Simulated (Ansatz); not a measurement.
## BeTe, response to strain

Take BeTe in the zinc blende structure (space group F-43m, No. 216; a = 5.657 Å) as the base. Axes: x, y, z lie along the cube axes.

Strains are applied to the cell and any free atomic positions relax; under biaxial strain the out-of-plane vector relaxes too.

Method: Ansatz (a program for electronic structure) r2SCAN, no spin-orbit coupling.

Notes on the quantities. pressure: mean of the normal stresses, compression positive; energy relative to the base: free energy F.

| variant | smallest direct gap | pressure | energy relative to the base | ratio −ε⊥/ε∥ |
|---|---|---|---|---|
| base | 4.04 eV | 0.01 GPa | 0 meV/atom | – |
| biaxial strain +0.50 %, plane normal [001], relaxed out of plane | 4.00 eV | -0.36 GPa | +0.4 meV/atom | – |
| biaxial strain +1.00 %, plane normal [001], relaxed out of plane | 3.97 eV | -0.71 GPa | … | … |
| biaxial strain +1.50 %, plane normal [001], relaxed out of plane | 3.94 eV | -1.04 GPa | … | 0.76 |
| biaxial strain +2.00 %, plane normal [001], relaxed out of plane | 3.91 eV | -1.36 GPa | +5.9 meV/atom | 0.77 |
| biaxial strain +2.50 %, plane normal [001], relaxed out of plane | 3.88 eV | -1.67 GPa | +9.2 meV/atom | 0.77 |
| biaxial strain +3.00 %, plane normal [001], relaxed out of plane | 3.85 eV | -1.97 GPa | +13 meV/atom | 0.77 |

Question: Fill in the withheld entries from the trend.

Answer: 
- biaxial strain +1.00 %, plane normal [001], relaxed out of plane, energy relative to the base: +1.5 meV/atom
- biaxial strain +1.00 %, plane normal [001], relaxed out of plane, ratio −ε⊥/ε∥: 0.75
- biaxial strain +1.50 %, plane normal [001], relaxed out of plane, energy relative to the base: +3.4 meV/atom

With Te present, leaving out spin-orbit coupling can change the band edges. No phonon test of stability was made.
